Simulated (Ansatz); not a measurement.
The reference is ZrSi in the rock salt structure (space group Fm-3m, No. 225; a hypothetical phase, not in the database extracts checked; relaxed with 0.1 eV smearing).

```
CELL_PARAMETERS angstrom
      0.00000     2.67113     2.67113
      2.67113     0.00000     2.67113
      2.67113     2.67113     0.00000
ATOMIC_POSITIONS crystal
  Si 0.00000 0.00000 0.00000
  Zr 0.50000 0.50000 0.50000
```

Cartesian axes are those of the cell as printed.

Method: PBEsol (Ansatz, a quantum-chemistry and plane-wave program; PAW; 420 eV plane waves; no spin-orbit coupling), earlier PAW set.

Before the change:

- Band gap: zero
- Shortest interatomic distance: 5.048 bohr

The change: uniaxial strain ε_xx = +0.96 %, all other strain components held at zero, atoms relaxed at fixed cell.

Task: How does this affect the energy relative to the base, stress, band gap and shortest interatomic distance?

Result: The energy rises by 1.5 meV/atom; the stress (xx, yy, zz, yz, xz, xy; compression positive) amounts to (-2.6, -0.4, -0.4, 0.0, 0.0, 0.0) GPa; the band gap is still zero; the shortest interatomic distance stays 5.048 bohr.

No phonon test of stability was made. The final runs are not spin-polarised.
